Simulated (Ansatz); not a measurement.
End structure of the (30-32) surface of hcp Mg in its 1x1 cell, outermost plane spacing 0.87 Å in the ideal cut:

```yaml
crystal:
  lattice:
    - [3.19902, 0.00000, 0.00000]
    - [0.00000, 16.49568, 0.00000]
    - [0.00000, 0.00000, 26.50000]
  atoms:
    - { symbol: Mg, position: [0.00000, 0.88427, 0.30335] }
    - { symbol: Mg, position: [0.50000, 0.04552, 0.30910] }
    - { symbol: Mg, position: [0.50000, 0.53564, 0.33641] }
    - { symbol: Mg, position: [0.00000, 0.69882, 0.33529] }
    - { symbol: Mg, position: [0.00000, 0.18368, 0.36522] }
    - { symbol: Mg, position: [0.50000, 0.34970, 0.36811] }
    - { symbol: Mg, position: [0.50000, 0.82979, 0.40022] }
    - { symbol: Mg, position: [0.00000, 0.99489, 0.40617] }
    - { symbol: Mg, position: [0.00000, 0.47866, 0.43408] }
    - { symbol: Mg, position: [0.50000, 0.64453, 0.43633] }
    - { symbol: Mg, position: [0.50000, 0.12924, 0.46542] }
    - { symbol: Mg, position: [0.00000, 0.29396, 0.46728] }
    - { symbol: Mg, position: [0.00000, 0.77691, 0.49765] }
    - { symbol: Mg, position: [0.50000, 0.94102, 0.50235] }
    - { symbol: Mg, position: [0.50000, 0.42397, 0.53272] }
    - { symbol: Mg, position: [0.00000, 0.58869, 0.53458] }
    - { symbol: Mg, position: [0.00000, 0.07341, 0.56367] }
    - { symbol: Mg, position: [0.50000, 0.23927, 0.56592] }
    - { symbol: Mg, position: [0.50000, 0.72305, 0.59383] }
    - { symbol: Mg, position: [0.00000, 0.88815, 0.59978] }
    - { symbol: Mg, position: [0.00000, 0.36823, 0.63189] }
    - { symbol: Mg, position: [0.50000, 0.53425, 0.63478] }
    - { symbol: Mg, position: [0.50000, 0.01911, 0.66471] }
    - { symbol: Mg, position: [0.00000, 0.18229, 0.66359] }
    - { symbol: Mg, position: [0.00000, 0.67242, 0.69090] }
    - { symbol: Mg, position: [0.50000, 0.83366, 0.69665] }
```

Set-up: 26 atoms, 10.4 Å thick at the start (thin: gaps and levels are the slab's own); mesh 12x3x1; 0.1 eV smearing; dipole correction on; all atoms relaxed; start symmetry kept, larger cells not searched; no spin, no spin-orbit, no U.

Q: Estimate the work function of the top face that Ansatz (an electronic-structure program) with PBE returns for this input.

A: 3.65 eV

Q: Give the surface energy (mean of both faces) at the level PBE.

A: 0.64 J/m^2
